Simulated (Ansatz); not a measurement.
A self-consistent single point of Ti (P-3m1, 2 atoms in the cell) with Ansatz (an electronic-structure program).

Method: LDA (PW92), default PAW files made with PBE (plane waves; Ansatz).

The change in words: lattice scaled by 0.98; basis.ecutwfc: 30.9 Ry → 12.5 Ry. Reference geometry:
```yaml
crystal:
  lattice:
    - [1.46762, -2.54200, 0.00000]
    - [1.46762, 2.54200, 0.00000]
    - [0.00000, 0.00000, 4.65660]
  atoms:
    - { symbol: Ti, position: [0.33333, 0.66667, 0.26074] }
    - { symbol: Ti, position: [0.66667, 0.33333, 0.75000] }
```

Reference input (self-consistent single point, DFT, LDA (PW92), plane waves, default PAW files made with PBE): basis.ecutwfc = 30.9 Ry; kpoints.mp_grid.grid = 13 13 7; hamiltonian.xc = lda; hamiltonian.pseudopotentials = {kind: paw} (the program's default PAW files); scf.occupations.method = fermi_dirac; scf.occupations.width = 0.0073 Ry. This run's input differs from it in these lines:

Ansatz 0.2 input:
```diff
@@ -2,5 +2,5 @@
   lattice:
-    - [1.46762500, -2.54200100, 0.00000000]
-    - [1.46762500, 2.54200100, 0.00000000]
-    - [0.00000000, 0.00000000, 4.65660000]
+    - [1.43827200, -2.49116100, 0.00000000]
+    - [1.43827200, 2.49116100, 0.00000000]
+    - [0.00000000, 0.00000000, 4.56346800]
   atoms:
@@ -9,3 +9,3 @@
 basis:
-  ecutwfc: 30.9 Ry
+  ecutwfc: 12.5 Ry
 kpoints:
```

Output (repeated stretches shortened):

```
SCF iter   1: F=—  HF=-4877.607329 eV  |F-HF|=—  |Δ(HF+E_count)|=         —  Δρ=1.80e-1  dr2=6.25e0  ethr=1.77e-3  ⟨swp⟩=3.2  Hψ=7482  notcnv=0
all-band conjugate gradients solve this SCF's bands
preconditioner: auto → none
SCF iter   2: F=—  HF=-4874.079231 eV  |F-HF|=—  |Δ(HF+E_count)|=    3.53e0  Δρ=8.86e-2  dr2=1.47e0  ethr=1.77e-3  ⟨swp⟩=2.0  Hψ=5040  notcnv=0
   [... lines left out ...]
SCF iter   5: F=—  HF=-4873.140257 eV  |F-HF|=—  |Δ(HF+E_count)|=   2.14e-4  Δρ=1.13e-3  dr2=1.60e-3  ethr=7.64e-6  ⟨swp⟩=2.1  Hψ=3128  notcnv=0
SCF iter   6: F=—  HF=-4873.139856 eV  |F-HF|=—  |Δ(HF+E_count)|=   4.01e-4  Δρ=1.70e-4  dr2=2.45e-5  ethr=6.66e-6  ⟨swp⟩=2.0  Hψ=2520  notcnv=0
SCF iter   7: F=—  HF=-4873.139847 eV  |F-HF|=—  |Δ(HF+E_count)|=   8.70e-6  Δρ=1.46e-5  dr2=1.34e-7  ethr=1.02e-7  ⟨swp⟩=2.0  Hψ=2575  notcnv=0
SCF iter   8: F=-4873.139847 eV  HF=-4873.139847 eV  |F-HF|=6.73e-11  |Δ(HF+E_count)|=   2.92e-8  Δρ=1.10e-6  dr2=2.07e-10  ethr=4.17e-10  ⟨swp⟩=4.4  Hψ=7516  notcnv=0
SCF 1 converged in 8 iterations: F = -4873.139847 eV  dr2 = 2.07e-10
Free energy (F): -4873.139847 eV
Internal energy: -4873.065448 eV  (E = F + TS)
E sigma→0 (E₀):  -4873.102648 eV
Entropy (-TS):   -0.074400 eV (-37.200 meV/atom)
Fermi energy:    14.291531 eV
--- Forces (eV/Å), atoms counted from 1 ---
  atom   1  Ti     0.00000000    -0.00000000     0.26703102
  atom   2  Ti    -0.00000000     0.00000000    -0.26703102
--- Stress (GPa, compression-positive) ---
       -8.707258       0.000000      -0.000000
        0.000000      -8.707258      -0.000000
       -0.000000       0.000000      -5.802717
  P = ⅓ Tr σ = -7.7391 GPa (-77.391 kbar)
  The stress holds the Pulay correction. Without it, at fixed plane waves, as pw.x and ABINIT print it: P = -434.2852 GPa
```

The run converged in 8 iterations. Against the reference run the free energy rises by 13.7 eV/atom, the pressure goes from -8.16 to -7.74 GPa and the largest force goes from 0.121 to 0.267 eV/Å.

The starting cell has typed, rounded lattice constants, without a prior relaxation at this level. Its lattice was rescaled by up to half a per cent. One atom was moved a little off its site on purpose. For this run, on top of that: lattice scaled by 0.98. Spin polarisation is off. Ansatz's pressure includes its estimate of the finite-basis (Pulay) stress. Without the estimate this run gives -434.29 GPa. The cutoff lies below the one recommended for these files.
